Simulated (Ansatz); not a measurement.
The reference is SrO in the rock salt structure (space group Fm-3m, No. 225; a = 5.122 Å).

All numbers come from DFT with PBEsol, PAW potentials and a 420 eV plane-wave cutoff in Ansatz (a first-principles code), spin-orbit coupling left out.

For the base:

```
Property                                Result
-----------------------------  ---------------
Gap character                  indirect, Γ → X
Shortest interatomic distance          2.561 Å
Band gap                               3.20 eV
Smallest direct gap                    3.26 eV
```

Modification: a negative pressure, −1 GPa.

Task: How does this affect the gap character?

Result: The gap character stays indirect, Γ → X.

Task: Estimate the effect on the shortest interatomic distance.

Result: The shortest interatomic distance goes up by 0.0093 Å, from 2.561 Å to 2.571 Å.

Task: Predict the new band gap.

Result: The band gap stays 3.20 eV.

Task: What happens to the smallest direct gap?

Result: The smallest direct gap increases by 0.015 eV to 3.28 eV.

Load acts through the strain it causes; cell and atoms are relaxed under it. No phonon test of stability was made.
